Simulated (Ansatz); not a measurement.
Results of r²SCAN in Ansatz (PAW) for SiO2 (R-3m, No. 166, 36 atoms in the cell; start mp-17909; a measured phase of this formula has another space group).

Run with plane-wave cutoff 560 eV, 4×4×4 k mesh, Fermi–Dirac smearing 0.01 eV, scalar-relativistic PAW data made under PBE.

Cell (relaxed at this level):

```cif
data_O24Si12
_chemical_formula_sum 'Si12 O24'
_space_group_name_H-M_alt 'P 1'
_space_group_IT_number 1
_cell_length_a 9.27963
_cell_length_b 9.27963
_cell_length_c 9.27963
_cell_angle_alpha 94.274
_cell_angle_beta 94.274
_cell_angle_gamma 94.274
loop_
_space_group_symop_operation_xyz
  'x, y, z'
loop_
_atom_site_label
_atom_site_type_symbol
_atom_site_fract_x
_atom_site_fract_y
_atom_site_fract_z
_atom_site_occupancy
Si1 Si 0.33309 0.10458 0.87565 1
Si2 Si 0.66691 0.89542 0.12435 1
Si3 Si 0.87565 0.33309 0.10458 1
Si4 Si 0.12435 0.66691 0.89542 1
Si5 Si 0.10458 0.87565 0.33309 1
Si6 Si 0.89542 0.12435 0.66691 1
Si7 Si 0.12435 0.89542 0.66691 1
Si8 Si 0.87565 0.10458 0.33309 1
Si9 Si 0.89542 0.66691 0.12435 1
Si10 Si 0.10458 0.33309 0.87565 1
Si11 Si 0.66691 0.12435 0.89542 1
Si12 Si 0.33309 0.87565 0.10458 1
O1 O 0.26226 0.00000 0.73774 1
O2 O 0.73774 0.00000 0.26226 1
O3 O 0.73774 0.26226 0.00000 1
O4 O 0.26226 0.73774 0.00000 1
O5 O 0.00000 0.73774 0.26226 1
O6 O 0.00000 0.26226 0.73774 1
O7 O 0.67918 0.97782 0.97782 1
O8 O 0.32082 0.02218 0.02218 1
O9 O 0.97782 0.67918 0.97782 1
O10 O 0.02218 0.32082 0.02218 1
O11 O 0.97782 0.97782 0.67918 1
O12 O 0.02218 0.02218 0.32082 1
O13 O 0.25023 0.89100 0.25023 1
O14 O 0.74977 0.10900 0.74977 1
O15 O 0.25023 0.25023 0.89100 1
O16 O 0.74977 0.74977 0.10900 1
O17 O 0.89100 0.25023 0.25023 1
O18 O 0.10900 0.74977 0.74977 1
O19 O 0.50000 0.85190 0.14810 1
O20 O 0.50000 0.14810 0.85190 1
O21 O 0.14810 0.50000 0.85190 1
O22 O 0.85190 0.50000 0.14810 1
O23 O 0.85190 0.14810 0.50000 1
O24 O 0.14810 0.85190 0.50000 1
```

Question: Estimate the band gap that the calculation returns.

Answer: 
- band gap = 6.57 eV

Computed values are for the static lattice.

Computing time: around 5 core-minutes (rough).

A start named mp-… is a Materials Project structure, which need not be a measured phase.

Ansatz is a quantum-chemistry and plane-wave program.
